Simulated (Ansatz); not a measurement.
The starting structures come from a database of crystals and need not be the phases stable at ambient conditions.

Inside the gap of an insulator the Bloch states are evanescent, with a wavenumber k + iκ along the transport direction.

Data:

```xyz
12
Lattice="5.2398 0.0000 0.0000 0.0000 9.4977 0.0000 0.0000 -4.7488 2.7811" Properties=species:S:1:pos:R:3 pbc="T T T"
V      2.8205     0.0000     0.9027
V      0.2006     4.7488     1.8784
Zn     0.1411     1.5829     1.8705
Zn     2.7609     3.1660     0.9106
Zn     0.1411    -1.5829     1.8705
Zn     2.7609     6.3317     0.9106
N      3.3588     1.4497     1.7764
N      0.7390     3.2991     1.0047
N      3.3588    -1.4497     1.7764
N      0.7390     6.1986     1.0047
N      0.9507     0.0000     0.8147
N      3.5706     4.7488     1.9663
```

Space group of this cell: Cmc2_1. The cell is taken as given; by r2SCAN its mean pressure is -1.5 GPa.

Transport runs along the normal of the first two printed cell vectors.

The gap is the functional's own, uncorrected, and κ follows it; spin-orbit coupling is left out. Mid-gap values are interpolated between the computed energies.

Question: Compute, with Ansatz (a program for electronic structure) with r2SCAN, the band gap and the smallest decay constant κ at mid-gap.

Answer: Gap 1.43 eV on a 6×12×12 mesh; κ = 0.302 1/Å, at (0.000, 0.500) of the in-plane reciprocal vectors. At the zone centre, at the nearest computed energy, the slowest state has κ = 0.32 1/Å.
